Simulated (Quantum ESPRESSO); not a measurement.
Convergence study of the plane-wave cutoff for InP (R3m, 2 atoms in the cell)

```xyz
2
Lattice="0.0000 2.9262 2.9262 2.9262 0.0000 2.9262 2.9262 2.9262 0.0000" Properties=species:S:1:pos:R:3 pbc="T T T"
In     0.0289     0.0289     0.0289
P      1.4631     1.4631     1.4631
```

Method: LDA (PZ), GBRV 1.5 ultrasoft (LDA) pseudopotentials (plane waves; Quantum ESPRESSO 7.5).

Base settings: ecutwfc = 40 Ry; ecutrho = 200 Ry; occupations = smearing; smearing = fd; degauss = 0.00147 Ry; potentials = {In: in_lda_v1.4.uspp.F.UPF, P: p_lda_v1.5.uspp.F.UPF}; K_POINTS = automatic 3 3 3 0 0 0; conv_thr = 1e-10 Ry; mixing_beta = 0.5.

Moved along: ecutrho.

The second cell is the first with its lattice scaled by 0.98.

The mesh stays at the base's, so the ladder's end is converged at best in this setting alone.

Only quantities that move along the ladder and can be compared are tabulated; the gap is left out on so coarse a mesh.

The count of work is k-points × plane waves × bands × iterations; it is no time. 

The starting cell has typed, rounded lattice constants, without a prior relaxation at this level. Its lattice was rescaled by up to half a per cent. One atom was moved a little off its site on purpose.

```tsv
ecutwfc	free energy less the last step's (meV/atom)	energy of the compressed cell less the first (meV/atom)	pressure (GPa)	largest difference of a force vector from the last step's (eV/Å)	count of work / last
14 Ry	42529.37	-1825.96	-788.78	0.445	0.098
16 Ry	21954.31	-933.95	-490.38	0.109	0.069
20 Ry	5694.97	140.03	-169.44	0.020	0.11
22 Ry	2690.50	56.02	-93.63	0.020	0.12
24 Ry	1316.49	108.63	-52.84	0.007	0.14
32 Ry	92.79	20.24	-1.33	0.000	0.19
36 Ry	84.35	20.48	-0.16	0.000	0.23
40 Ry	75.54	21.00	-0.71	0.000	0.27
44 Ry	61.02	20.66	-0.72	0.000	0.31
48 Ry	51.93	20.38	-0.34	0.000	0.36
54 Ry	49.99	20.44	-0.12	0.000	0.42
70 Ry	19.99	20.54	-0.88	0.000	0.63
96 Ry	0.00	20.61	-0.21	0.000	1.0
```

Coarsest ecutwfc that holds the energy of the compressed cell less the first within 0.5 meV/atom of the last step, with all finer ones: 32 Ry, at 0.19 of the last step's count of work; the step before is off by 88 meV/atom.

Coarsest ecutwfc that holds the pressure within 1 GPa: not settled: the last two steps still differ by 0.66 GPa, over half the tolerance, so the ladder does not show it.

Coarsest ecutwfc that holds the forces within 0.01 eV/Å of the last step, with all finer ones: 24 Ry, at 0.14 of the last step's count of work; the step before is off by 0.020 eV/Å.

At the lowest cutoff the pressure lies 789 GPa under the last step's, the usual sign of Pulay stress in an incomplete plane-wave basis.
